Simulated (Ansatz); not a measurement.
Adsorption energy and surface dipole of Cl on the 1x1 (100) surface of fcc Cu, one in a 2x2 cell, started at the site 'hollow Cu-Cu-Cu-Cu over Cu at depth 1.8 Å', worked from the runs' numbers; total energies count from the potentials' own zero.

All values below come from PBE (plane waves to 420 eV, PAW; Ansatz, an electronic-structure program).

Set-up: 17 atoms, 5.3 Å thick at the start under the adsorbate (thin: gaps and levels are the slab's own); mesh 6x6x1; 0.1 eV smearing; dipole correction on; 8 atoms held, the rest relaxed; symmetry of the start imposed; no spin, no spin-orbit, no U, no dispersion correction. At the end it is bonded to 4 Cu. In PBE it is, or lies within 0.03 eV of, the lowest of the starts that converged.

```json
[
 {"quantity": "slab with the adsorbate", "value": "-107079.255 eV"},
 {"quantity": "clean slab, same cell and mesh", "value": "-105997.851 eV"},
 {"quantity": "reference, ½ Cl2(g)", "value": "-1079.444 eV"},
 {"quantity": "area of the cell", "value": "26.35 Å²"},
 {"quantity": "change of the step from the bottom to the top vacuum level", "value": "0.387 eV"}
]
```

Q: What is the adsorption energy against this reference?

A: E(slab + adsorbate) − E(slab) − E(reference) = -1.96 eV, so in this state the adsorbate is more stable than in the reference, at a coverage of 3.79 a nm².

Q: What dipole does adsorption add to the slab along the outward normal (Helmholtz relation, ε₀ = 0.005526 e/(V·Å))?

A: p = −ε₀·A·ΔV = -0.056 e·Å = -0.27 D; its negative end points to the vacuum, which raises the vacuum level.
